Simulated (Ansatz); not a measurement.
Reference: GaP (F-43m), r2SCAN with spin-orbit coupling, rigid bands (plane waves, PAW; Ansatz, a first-principles code); axes and stresses refer to this cell.

```
GaP
1.0
    0.00000     2.71923     2.71923
    2.71923     0.00000     2.71923
    2.71923     2.71923     0.00000
Ga P
1 1
Direct
  0.00000   0.00000   0.00000
  0.25000   0.25000   0.25000
```

Seebeck coefficient, n-type 1e19 cm⁻³: -328 μV/K
Seebeck coefficient, p-type 1e19 cm⁻³: 318 μV/K
band gap: 1.81 eV

Problem. Change: biaxial stress in (111) of -2.8 GPa (compression positive). What happens to Seebeck coefficient, n-type 1e19 cm⁻³, Seebeck coefficient, p-type 1e19 cm⁻³, band gap?

Solution. Seebeck coefficient, n-type 1e19 cm⁻³ decreases in size to -286 μV/K; Seebeck coefficient, p-type 1e19 cm⁻³ decreases to 236 μV/K; band gap drops to 1.65 eV.

Problem. Change: biaxial stress in (111) of -5.6 GPa (compression positive). What happens to Seebeck coefficient, n-type 1e19 cm⁻³, Seebeck coefficient, p-type 1e19 cm⁻³, band gap?

Solution. Seebeck coefficient, n-type 1e19 cm⁻³ drops in size to -160 μV/K; Seebeck coefficient, p-type 1e19 cm⁻³ decreases to 212 μV/K; band gap decreases to 1.25 eV.

Problem. Change: biaxial stress in (111) of 2.8 GPa (compression positive). What happens to Seebeck coefficient, n-type 1e19 cm⁻³, Seebeck coefficient, p-type 1e19 cm⁻³, band gap?

Solution. Seebeck coefficient, n-type 1e19 cm⁻³ rises in size to -345 μV/K; Seebeck coefficient, p-type 1e19 cm⁻³ decreases to 281 μV/K; band gap decreases to 1.69 eV.

Problem. Change: uniaxial stress along [001] of 1.4 GPa (compression positive). What happens to Seebeck coefficient, n-type 1e19 cm⁻³, Seebeck coefficient, p-type 1e19 cm⁻³, band gap?

Solution. Seebeck coefficient, n-type 1e19 cm⁻³ decreases in size to -233 μV/K; Seebeck coefficient, p-type 1e19 cm⁻³ falls to 259 μV/K; band gap drops to 1.62 eV.

Problem. Change: uniaxial stress along [111] of -9.8 GPa (compression positive). What happens to Seebeck coefficient, n-type 1e19 cm⁻³, Seebeck coefficient, p-type 1e19 cm⁻³, band gap?

Solution. Seebeck coefficient, n-type 1e19 cm⁻³ goes up in size to -343 μV/K; Seebeck coefficient, p-type 1e19 cm⁻³ shrinks to 279 μV/K; band gap falls to 1.41 eV.

Problem. Change: uniaxial stress along [111] of 1.4 GPa (compression positive). What happens to Seebeck coefficient, n-type 1e19 cm⁻³, Seebeck coefficient, p-type 1e19 cm⁻³, band gap?

Solution. Seebeck coefficient, n-type 1e19 cm⁻³ moves little, to -334 μV/K; Seebeck coefficient, p-type 1e19 cm⁻³ drops to 280 μV/K; band gap falls to 1.75 eV.

Seebeck coefficients are for the stated density at 300 K, with one relaxation time for all states and whether or not that doping can be reached. Stresses and pressures are the targets of the relaxation.  The structure type is held under load, also where the real crystal would transform.
